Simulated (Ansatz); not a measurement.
An Ansatz (an electronic-structure program) input (DFT with PBE, PAW potentials and a 420 eV plane-wave cutoff in Ansatz, without spin-orbit coupling):

Ansatz 0.2 input:
```yaml
crystal:
  lattice:
    - [2.921850352, 0, 0]
    - [-1.460925176, 2.5303966309, 0]
    - [0, 0, 2.8470985017]
  atoms:
    - { symbol: W, position: [0, 0, 0] }
    - { symbol: C, position: [0.6666666667, 0.3333333333, 0.5] }
basis: { ecutwfc: 420, ecutrho_ratio: 4, xc_grid: 2, fft_grid_basis: typed }
kpoints: { mp_grid: { grid: [18, 18, 16] } }
hamiltonian:
  xc: pbe
  dispersion: none
  pseudopotentials: { kind: paw }
scf: { occupations: { method: fermi_dirac, width: 0.05 }, convergence: { dr2_threshold: 0.0000000002 } }
output: { forces: true, stress: true }
checkpoint: { write: state.ck, write_every: 1000 }
```

Problem. Which symmetry and how many k-points will the program report, and about how many plane waves at Γ?

Solution. Space group P-6m2 (ITA 187) with 12 operations, k-points 333 of 5184, and 405 plane waves at Γ.

Stability against distortions was not tested. The final runs are not spin-polarised. The cell is WC (space group P-6m2, No. 187).
